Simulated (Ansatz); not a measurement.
Base system: MoP (space group P-6m2, No. 187; a = 3.208 Å, c = 3.173 Å; relaxed with 0.1 eV smearing). Axes: x lies along a and z along c of the hexagonal cell.

Level of theory: PBEsol (Ansatz, an electronic-structure program; PAW; 420 eV plane waves; no SOC).

It is then changed as follows: every lattice vector is stretched by 1.02 %; the atoms relax in the strained cell.

Q: Predict the stress tensor and what it implies for the stiffness.

A: Stress of the strained cell less that of the base (GPa, compression positive):
```
   -6.3     0.0     0.0
    0.0    -6.3     0.0
    0.0     0.0    -8.1
```

Then B = −ΔP/(ΔV/V₀) with ΔV/V₀ = 0.0309 gives secant stiffness values (nonlinear terms included at this strain): B (at held cell shape, above the free-shape value) ≈ 223 GPa.

As a check, the harmonic strain energy −½ V₀ Δσ:ε is 9.3 meV/atom; the computed energy rise is 9.6 meV/atom.

Whether these cells are dynamically stable was not tested. All final runs are without spin polarisation.
